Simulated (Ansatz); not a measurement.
A computed series for SnO2: response to strain

Base system: SnO2 in the rutile structure (space group P4_2/mnm, No. 136; a = 4.8276 Å, c = 3.2381 Å). Axes: x, y, z lie along a, b, c of the conventional cell.

Strains are applied to the cell and any free atomic positions relax.

The values are results of Kohn–Sham DFT with the PBE functional, run in Ansatz (a first-principles code) with PAW and 420 eV plane waves, scalar-relativistic without spin-orbit coupling, not measurements.

```json
[
 {"uniaxial strain ε_zz (%)": "-3", "band gap (eV)": "1.09"},
 {"uniaxial strain ε_zz (%)": "-2.4", "band gap (eV)": "1.01"},
 {"uniaxial strain ε_zz (%)": "-1.8", "band gap (eV)": "0.93"},
 {"uniaxial strain ε_zz (%)": "-1.2", "band gap (eV)": "0.84"},
 {"uniaxial strain ε_zz (%)": "-0.6", "band gap (eV)": "?"},
 {"uniaxial strain ε_zz (%)": "0", "band gap (eV)": "0.68"}
]
```

**Question.** Fit E_g = E₀ + Dε (ε in %) to the rows shown and predict the withheld row.

**Answer.** Least squares on the printed values gives E₀ = 0.68 eV, D = -137 meV per % of strain (largest residual 0.00 eV); this predicts 0.76 eV, and the run gives 0.76 eV, in agreement.

Whether these cells are dynamically stable was not tested.
